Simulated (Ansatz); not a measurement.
The starting structures come from a database of crystals and need not be the phases stable at ambient conditions.

 Where the default PAW files enter, the runs use the earlier of Ansatz's two default sets.

Tunnelling through a barrier is set by its complex band structure: the current falls as exp(−2κd) with the smallest κ.

Given:

```
TiO2
1.0
    3.76694     0.00000     0.00000
    0.00000     6.61621     0.00000
    1.88347    -1.79349     6.06301
Ti O
4 8
Direct
  0.19529   0.71624   0.60942
  0.80471   0.28376   0.39058
  0.90007   0.71040   0.19986
  0.09993   0.28960   0.80014
  0.94165   0.36998   0.11670
  0.05835   0.63002   0.88330
  0.36193   0.70660   0.27614
  0.63807   0.29340   0.72386
  0.86719   0.00471   0.26562
  0.13281   0.99529   0.73438
  0.26349   0.34750   0.47302
  0.73651   0.65250   0.52698
```

Space group of this cell: C2/m. The cell is strained (lengths along the current scaled by 1.03, ions clamped); by r2SCAN its mean pressure is -10.7 GPa.

Transport runs along the normal of the first two printed cell vectors.

No gap correction and no spin-orbit coupling; mid-gap values are interpolated between computed energies.

### Question
Predict the band gap and the smallest decay constant κ at mid-gap from r2SCAN in Ansatz (a program for electronic structure).

### Answer
Gap 3.05 eV on a 8×6×8 mesh; κ = 0.388 1/Å, at (0.500, 0.000) of the in-plane reciprocal vectors. At the zone centre, at the nearest computed energy, the slowest state has κ = 0.53 1/Å.
